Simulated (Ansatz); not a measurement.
The parent structure is a 12-atom supercell of HfO2 (space group P4_2/nmc, No. 137) at its relaxed geometry.

```
HfO2
1.0
    3.60443    -3.60443     0.00000
    3.60443     3.60443     0.00000
    0.00000     0.00000     5.26427
Hf O
4 8
Direct
  0.00000   0.00000   0.00000
  0.50000   0.50000   0.00000
  0.00000   0.50000   0.50000
  0.50000   0.00000   0.50000
  0.75000   0.25000   0.19324
  0.25000   0.75000   0.19324
  0.75000   0.25000   0.69324
  0.25000   0.75000   0.69324
  0.25000   0.25000   0.30676
  0.75000   0.75000   0.30676
  0.25000   0.25000   0.80676
  0.75000   0.75000   0.80676
```

Computed with PBE in Ansatz (plane waves to 420 eV, PAW, no spin-orbit coupling).

One neutral defect a cell, atoms relaxed at fixed cell.

One change was made to it. Results:

The pressure goes from zero to 37.0 GPa; the largest displacement of a host atom from its site in the perfect cell amounts to 1.23 Å.

**Question.** Name the change that was made.
A) Hf vacancy
B) Te on a O site
C) Yb on a Hf site, symmetric start

**Answer.** B, Te on a O site. For comparison, the pressure in the other runs: Yb on a Hf site, symmetric start gives 3.8 GPa; Hf vacancy gives -2.5 GPa.

The magnetic state is the one reached from the starting moments; the real material's order can differ, and small cells can't hold many antiferromagnetic ones. The state of the 4f shell was not checked for lower solutions. The cell is small, so the values are those of an ordered compound at a high defect concentration; dilute-limit values will differ. The mesh was chosen for an insulator and is coarse for the gapless case. Defects with a symmetric start kept the site's symmetry and may sit on a saddle; the others started slightly shaken. Seeded moments were not kept for Te on a O site. No Hubbard U is applied, and correlation can decide whether such a compound is a metal. This is not the structure that HfO2 has at room temperature and ambient pressure.

Ansatz is an electronic-structure program.
